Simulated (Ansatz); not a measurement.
## SiH3 on the 1x1 (0001) surface of corundum (cut with top plane Al), one in a 1x1 cell, started at the site 'over Al at depth 1.2 Å'

Host crystal: corundum, with a band gap (PBE, scalar-relativistic without spin-orbit coupling).

Computed with r2SCAN, at the PBE geometry and the start's symmetry (plane waves to 500 eV, PAW; Ansatz, a first-principles code).

Slab: 24 atoms, 7.6 Å thick at the start under the adsorbate (thin: gaps and levels are the slab's own); k 6x6x1, smearing 0.01 eV, dipole-corrected; single point; on the structure that PBE left under its start's symmetry; spin-polarised, ending with about 0.1 μB a cell, a value that depends on the mesh; orders that need a larger cell were not tried, no spin-orbit, no U, no dispersion correction. The slab shows no gap over 0.04 eV on its mesh. The program's check for a lower electronic state was not made. At the end it is bonded to 3 Al + 3 O. In D3-corrected PBE this state lies 0.03 eV over the lowest of the starts that converged ('hollow Al-O-O-O over O at depth 2.3 Å #2').

```yaml
adsorption energy against SiH4(g) − ½ H2(g) at the same level: 30.2 kcal/mol
change_of_the_step_from_the_bottom_to_the_top_vacuum_level_against_the_clean_slab: 1.02 eV
height of the binding atom over the mean of the host atoms within 0.3 Å of the top one: 0.414 Å
nearest_host_atoms_of_the_binding_atom: O at 1.97 Å, O at 1.97 Å, O at 1.97 Å
caution: the clean host was not checked against rearrangement in a larger or rattled cell
cost: very roughly 4 core-minutes
```

A negative adsorption energy means that the adsorbate is more stable on the surface than in its reference.
